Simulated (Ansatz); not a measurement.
Adsorption energy and surface dipole of Cl on the 1x1 (110) surface of 3C silicon carbide (cut with top plane C + Si), one in a 1x1 cell, started at the site 'hollow C-C-Si-Si', worked from the runs' numbers; total energies count from the potentials' own zero.

Host crystal: 3C silicon carbide, with a band gap (PBE, scalar-relativistic without spin-orbit coupling).

Level of theory: PBE (plane waves to 420 eV, PAW; Ansatz, a quantum-chemistry and plane-wave program).

Set-up: 13 atoms, 7.7 Å thick at the start under the adsorbate (thin: gaps and levels are the slab's own); mesh 6x6x1; 0.01 eV smearing; dipole correction on; 6 atoms held, the rest relaxed; symmetry of the start imposed; spin-polarised, ending with about 1.0 μB a cell; orders that need a larger cell were not tried, no spin-orbit, no U, no dispersion correction. At the end it is bonded to Si. In PBE it is, or lies within 0.03 eV of, the lowest of the starts that converged.

```tsv
quantity	value
slab with the adsorbate	-6399.392 eV
clean slab, same cell and mesh	-5318.044 eV
reference, ½ Cl2(g)	-1079.444 eV
area of the cell	13.57 Å²
change of the step from the bottom to the top vacuum level	0.474 eV
```

Problem. What is the adsorption energy against this reference?

Solution. E(slab + adsorbate) − E(slab) − E(reference) = -1.90 eV, so in this state the adsorbate is more stable than in the reference, at a coverage of 7.37 a nm².

Problem. What dipole does adsorption add to the slab along the outward normal (Helmholtz relation, ε₀ = 0.005526 e/(V·Å))?

Solution. p = −ε₀·A·ΔV = -0.036 e·Å = -0.17 D; its negative end points to the vacuum, which raises the vacuum level.
